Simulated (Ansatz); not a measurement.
Here is the system:

```
CELL_PARAMETERS angstrom
      3.31943     0.00000     0.00000
     -1.65972     2.87471     0.00000
      0.00000     0.00000     5.40784
ATOMIC_POSITIONS crystal
  Ga 0.66667 0.33333 0.00112
  Ga 0.33333 0.66667 0.50112
  N  0.66667 0.33333 0.62408
  N  0.33333 0.66667 0.12408
```

No spin polarisation.

Computed with plane-wave PAW DFT at the PBE level (Ansatz, a program for electronic structure, 420 eV), no spin-orbit coupling. Settings: 12×12×6 k-points, 0.05 eV Fermi–Dirac smearing.

Question: Predict the pressure and space group.

Answer: The pressure (mean of the normal stresses, compression positive) is -12.98 GPa. The space group is P6_3mc (No. 186).

The cells carry an imposed strain or load. No phonon test of stability was made. The cell was made from GaN in the wurtzite structure (space group P6_3mc, No. 186) by this change: isotropic strain +3.14 %.
